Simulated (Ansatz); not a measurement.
# Ti, response to strain

The reference is Ti in the hcp (Mg type) structure (space group P6_3/mmc, No. 194; relaxed with 0.1 eV smearing).

```yaml
crystal:
  lattice:
    - [2.86439, 0.00000, 0.00000]
    - [-1.43219, 2.48063, 0.00000]
    - [0.00000, 0.00000, 4.53728]
  atoms:
    - { symbol: Ti, position: [0.66667, 0.33333, 0.75000] }
    - { symbol: Ti, position: [0.33333, 0.66667, 0.25000] }
```

Cartesian axes are those of the cell as printed.

Strains are applied to the cell and any free atomic positions relax.

Computed with DFT with LDA, PAW potentials and a 420 eV plane-wave cutoff in Ansatz (an electronic-structure program), no SOC.

Notes on the quantities. energy relative to the base: free energy F.

```
change                       shortest interatomic distance  energy relative to the base
---------------------------  -----------------------------  ---------------------------
base                                               2.807 Å                   0 meV/atom
tensor shear ε_xz = +0.86 %                     (withheld)                +0.5 meV/atom
tensor shear ε_xz = +2.00 %                     (withheld)                +2.7 meV/atom
tensor shear ε_xz = +1.71 %                        2.768 Å                +2.0 meV/atom
tensor shear ε_xz = +0.57 %                        2.794 Å                +0.2 meV/atom
tensor shear ε_xz = +1.43 %                        2.774 Å                   (withheld)
tensor shear ε_xz = +1.14 %                        2.781 Å                +0.9 meV/atom
tensor shear ε_xz = +0.29 %                        2.801 Å                +0.1 meV/atom
```

### Question
What belongs in the blanks?

### Answer

- tensor shear ε_xz = +0.86 %, shortest interatomic distance: 2.788 Å
- tensor shear ε_xz = +2.00 %, shortest interatomic distance: 2.761 Å
- tensor shear ε_xz = +1.43 %, energy relative to the base: +1.4 meV/atom

Stability against distortions was not tested. The final runs are not spin-polarised.
